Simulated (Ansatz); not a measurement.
Base system: AlN in the wurtzite structure (space group P6_3mc, No. 186; a = 3.114 Å, c = 4.984 Å).

The change: a hydrostatic pressure of 4.5 GPa.

Levels (all Ansatz, a quantum-chemistry and plane-wave program, PAW): PBEsol (420 eV, no SOC); r2SCAN (500 eV, no SOC); HSE06 (420 eV, no SOC).

One geometry, relaxed with PBEsol, under each level:

```csv
level,band gap,lowest conduction level above the VBM at special points,electron mass,pressure
PBEsol,4.27 eV,Γ 4.27 eV; K 4.90 eV; L 5.24 eV; M 5.72 eV,0.30 mₑ (at Γ),4.50 GPa
r2SCAN,5.01 eV,Γ 5.01 eV; K 5.70 eV; L 6.05 eV; M 6.50 eV,0.31 mₑ (at Γ),3.44 GPa
HSE06,(withheld),(withheld),–,–
```

Problem. Give the withheld HSE06 results.

Solution. 
- HSE06, band gap: 5.73 eV
- HSE06, lowest conduction level above the VBM at special points: Γ 5.73 eV; K 6.35 eV; L 6.72 eV

Single points use the geometry relaxed with PBEsol. Their cutoffs differ, which shifts pressures a little. Load acts through the strain it causes; cell and atoms are relaxed under it. Masses are band curvatures over ±0.01 Å⁻¹ around the edge. Stability against distortions was not tested. Tetrahedral semiconductors of this kind turn to denser phases somewhere between about 1 and 50 GPa; those were not computed, so compressed cells here can lie past the real transition.
